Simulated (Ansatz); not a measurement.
## Several settings converged on LaAs (I4mm, 2 atoms in the cell)

```xyz
2
Lattice="0.0000 3.1146 3.1146 3.1146 0.0000 3.1146 3.1146 3.1146 0.0000" Properties=species:S:1:pos:R:3 pbc="T T T"
La     0.0000     0.0000     0.0500
As     3.1146     3.1146     3.1146
```

Base method: LDA (PW92), default PAW files made with PBE (plane waves; Ansatz, a program for electronic structure).

Base settings: basis.ecutwfc = 420 eV; kpoints.mp_grid.grid = 9 9 9; hamiltonian.xc = lda; hamiltonian.pseudopotentials = {kind: paw} (the program's default PAW files); scf.occupations.method = gaussian; scf.occupations.width = 0.1 eV.

The count of work is k-points × plane waves × bands × iterations; it is no time. 

**The width of Fermi-Dirac smearing**

In this ladder: kpoints.mp_grid.grid = 15 15 15; scf.occupations.method = fermi_dirac.

Narrow widths need finer meshes than wide ones, so the last steps can hold mesh noise.

Only quantities that move along the ladder and can be compared are tabulated; pressure and forces are left out, as mesh noise rules them at narrow widths.

| scf.occupations.width | free energy less the last step's (meV/atom) | energy extrapolated to zero width less the last step's (meV/atom) |
|---|---|---|
| 1 eV | -1150.27 | 219.70 |
| 0.5 eV | -179.32 | 89.59 |
| 0.3 eV | -35.81 | 21.23 |
| 0.2 eV | -10.02 | 5.16 |
| 0.1 eV | -1.14 | 0.48 |
| 0.05 eV | 0.00 | 0.00 |

Widest scf.occupations.width that holds the energy extrapolated to zero width within 1 meV/atom of the last step, with all finer ones: 0.1 eV; the step before is off by 5.2 meV/atom.

Widest scf.occupations.width that holds the free energy within 5 meV/atom of the last step, with all finer ones: 0.1 eV; the step before is off by 10 meV/atom.

**The width of Methfessel-Paxton smearing**

In this ladder: kpoints.mp_grid.grid = 15 15 15; scf.occupations.method = methfessel_paxton.

Narrow widths need finer meshes than wide ones, so the last steps can hold mesh noise.

Only quantities that move along the ladder and can be compared are tabulated; pressure and forces are left out, as mesh noise rules them at narrow widths.

```csv
scf.occupations.width,free energy less the last step's (meV/atom)
0.5 eV,5.34
0.3 eV,0.95
0.2 eV,0.18
0.1 eV,0.00
0.05 eV,0.00
```

Widest scf.occupations.width that holds the free energy within 2 meV/atom of the last step, with all finer ones: 0.3 eV; the step before is off by 5.3 meV/atom.

**The mesh under tetrahedron occupations**

In this ladder: scf.occupations.method = tetrahedron; scf.occupations.width = default.

Only quantities that move along the ladder and can be compared are tabulated.

```tsv
kpoints.mp_grid.grid	free energy less the last step's (meV/atom)	pressure (GPa)	largest difference of a force vector from the last step's (eV/Å)	count of work / last
4 4 4	27.55	-4.79	0.168	0.022
5 5 5	11.65	-4.87	0.090	0.029
6 6 6	5.08	-4.98	0.049	0.048
7 7 7	2.65	-5.03	0.032	0.064
9 9 9	0.81	-5.07	0.014	0.10
11 11 11	0.29	-5.09	0.006	0.17
14 14 14	0.07	-5.10	0.002	0.34
17 17 17	0.02	-5.10	0.001	0.56
21 21 21	0.00	-5.11	0.000	1.0
```

Coarsest kpoints.mp_grid.grid that holds the forces within 0.02 eV/Å of the last step, with all finer ones: 9 9 9, at 0.10 of the last step's count of work; the step before is off by 0.032 eV/Å.

Coarsest kpoints.mp_grid.grid that holds the free energy within 1 meV/atom of the last step, with all finer ones: 9 9 9, at 0.10 of the last step's count of work; the step before is off by 2.7 meV/atom.

Coarsest kpoints.mp_grid.grid that holds the pressure within 0.05 GPa of the last step, with all finer ones: 9 9 9, at 0.10 of the last step's count of work; the step before is off by 0.08 GPa.

On the base run: the starting cell comes from a database of computed structures (which also holds hypothetical and non-ambient phases and stackings), without a prior relaxation at this level. Its lattice was rescaled by up to half a per cent. One atom was moved a little off its site on purpose. In the base run, with a pressure of about -5 GPa the cell is away from its equilibrium volume at this level. Ansatz's pressure includes its estimate of the finite-basis (Pulay) stress.

Left out of this page: 4 runs of the series outside the window shown, repeating another row's setting, or not comparable; 1 run of the series stopped by limits of time or memory.

Keys are those of Ansatz 0.2.
